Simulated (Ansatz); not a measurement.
Start from GaN in the wurtzite structure (space group P6_3mc, No. 186; a = 3.2184 Å, c = 5.2432 Å).

Calculations: plane-wave PAW DFT at the PBE level (Ansatz, a program for electronic structure, 420 eV), spin-orbit coupling left out.

Before the change:

- Electron mass = 0.14 mₑ along c, 0.16 mₑ across (at Γ)

Now apply this change: the cell is scaled by 1.0232 in all directions; the atoms relax in the strained cell.

Problem. What does the calculation give for the electron mass, mean gap deformation potential ΔEg/Δln V and energy relative to the base after the change?

Solution. The electron mass goes from 0.14 mₑ along c, 0.16 mₑ across (at Γ) to 0.11 mₑ along c, 0.12 mₑ across (at Γ); the mean gap deformation potential ΔEg/Δln V is -6.6 eV; the energy grows by 28 meV/atom.

Effective masses come from finite differences of ±0.01 Å⁻¹. Stability against distortions was not tested.
